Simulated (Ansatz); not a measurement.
**TiC: isotropic strain −5.76 %**

Base system: TiC in the rock salt structure (space group Fm-3m, No. 225; a = 4.293 Å; relaxed with 0.1 eV smearing).

Perturbation: an isotropic linear strain of −5.76 %; the atoms relax in the strained cell.

Computed with PBEsol (Ansatz, an electronic-structure program, PAW, no spin-orbit coupling), earlier PAW set. k-mesh 23×23×23 (Γ-centred); smearing 0.1 eV (Fermi–Dirac).

* **Shortest interatomic distance**: 2.023 Å (base 2.147 Å)
* **Energy relative to the base (free energy F)**: +0.294 eV/atom
* **Pressure**: 67.7 GPa (base 0.0 GPa)
* **Band gap**: zero (base zero)

Stability against distortions was not tested. All final runs are without spin polarisation.
